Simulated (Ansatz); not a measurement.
The starting structures come from a database of crystals and need not be the phases stable at ambient conditions.

 Where the default PAW files enter, the runs use the earlier of Ansatz's two default sets.

## Evanescent states of Ca3AsCl3 (Pm-3m, not sure to be the ambient phase, 7 atoms a cell, 27.2 Å³ an atom) along the normal of (110)

These are r2SCAN (plane waves, PAW; Ansatz, a quantum-chemistry and plane-wave program) values and carry that method's errors.

No gap correction and no spin-orbit coupling; mid-gap values are interpolated between computed energies.

Energies count from the valence-band top; κ is the least over a 6×4 mesh across the current.

```tsv
E (eV)	κ (1/Å)	where
0.06	0.066	Γ
0.18	0.110	Γ
0.30	0.137	Γ
0.42	0.156	Γ
0.54	0.170	Γ
0.66	0.180	Γ
0.78	0.188	Γ
0.90	0.193	Γ
1.02	0.197	Γ
1.14	0.198	Γ
1.26	0.197	Γ
1.38	0.194	Γ
1.50	0.188	Γ
1.62	0.180	Γ
1.74	0.168	Γ
1.86	0.151	Γ
1.98	0.126	Γ
2.10	0.086	Γ
```

Task: How thick must the barrier be to attenuate the transmission by 10^6 when the electrodes' Fermi level lies at 0.18 eV, and what attenuation does that film give at 0.06 eV?

Result: d = 6 ln 10 / (2 × 0.110) = 62.8 Å. At 0.06 eV it gives 6 × 0.066/0.110 = 3.6 decades.
